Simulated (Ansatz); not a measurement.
Consider SnSe in the GeS type structure (space group Pnma, No. 62; a = 11.536 Å, b = 4.121 Å, c = 4.578 Å; layered, stacked along the Cartesian x axis). Axes: x, y, z lie along a, b, c of the conventional cell.

Level of theory: DFT with r2SCAN+rVV10, PAW potentials and a 500 eV plane-wave cutoff in Ansatz (a quantum-chemistry and plane-wave program), no spin-orbit coupling.

Base values:

| Quantity | Result |
|---|---|
| Width of the top valence band | 1.54 eV |

One thing is altered: biaxial strain +1.00 %, plane normal [001], relaxed out of plane (Cartesian); in-plane vectors clamped, the third vector and the atoms free.

How does this affect the width of the top valence band, in-plane stress and ratio −ε⊥/ε∥?

The width of the top valence band rises by 0.02 eV to 1.56 eV; the mean in-plane stress (compression positive) comes out as -0.4 GPa; the ratio −ε⊥/ε∥ comes out as 1.36.

The levels and masses belong to the bands next to the band gap. No phonon test of stability was made.
